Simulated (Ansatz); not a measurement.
Cells marked so need not be the phases stable at ambient conditions, and some may be hypothetical.

The gap is the functional's own. No spin-orbit coupling. Mid-gap values are interpolated on the energy grid.

A. Sr$_{2}$MgH$_{6}$ (P-3m1, not sure to be the ambient phase, 9 atoms a cell, 12.1 Å³ an atom), along the normal of (100)
B. NaBH4 (P4_2/nmc, not sure to be the ambient phase, 12 atoms a cell, 8.6 Å³ an atom), along the normal of (001)
C. YSF (P4/nmm, not sure to be the ambient phase, 6 atoms a cell, 16.2 Å³ an atom), along the normal of (100)
D. CaZn(CO3)2 (R-3, not sure to be the ambient phase, 10 atoms a cell, 11.2 Å³ an atom, -6 GPa at this level), along the normal of (101)
E. ScCuO₂ (P6_3/mmc, not sure to be the ambient phase, 8 atoms a cell, 12.8 Å³ an atom), along the normal of (100)

Put the candidates in order of mid-gap decay constant of the slowest evanescent state, lowest first, for r2SCAN in Ansatz (a quantum-chemistry and plane-wave program).

C (0.21 1/Å), E (0.27 1/Å), A (0.33 1/Å), D (0.46 1/Å), B (0.53 1/Å)
